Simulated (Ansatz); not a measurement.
Consider the following.

```yaml
crystal:
  lattice:
    - [2.18757, 1.26299, 14.65396]
    - [-2.18757, 1.26299, 14.65396]
    - [0.00000, -2.52598, 14.65396]
  atoms:
    - { symbol: Te, position: [0.93630, 0.93630, 0.93630] }
    - { symbol: Te, position: [0.18172, 0.18172, 0.18172] }
    - { symbol: Te, position: [0.44433, 0.44433, 0.44433] }
    - { symbol: Te, position: [0.69040, 0.69040, 0.69040] }
    - { symbol: Mg, position: [0.99930, 0.99930, 0.99930] }
    - { symbol: Mg, position: [0.24517, 0.24517, 0.24517] }
    - { symbol: Be, position: [0.49938, 0.49938, 0.49938] }
    - { symbol: Mg, position: [0.75340, 0.75340, 0.75340] }
```

No spin polarisation.

Method: PBEsol (Ansatz, a first-principles code; PAW; 420 eV plane waves; without spin-orbit coupling). Settings: 9×9×9 k-points, 0.05 eV Fermi–Dirac smearing.

Problem. Predict the band gap.

Solution. 2.15 eV.

Problem. Estimate the valence-band top at Γ (three highest levels, from the VBM).

Solution. 0.00, 0.00, -0.18 eV.

Each cell is one ordered arrangement of few atoms, which overstates ordering effects compared with a random alloy. Spin-orbit coupling, missing from the scalar runs, can matter with Te. No phonon test of stability was made. The cell was made from BeTe by this change: x(Mg) = 0.75, 8 atoms, R3m.
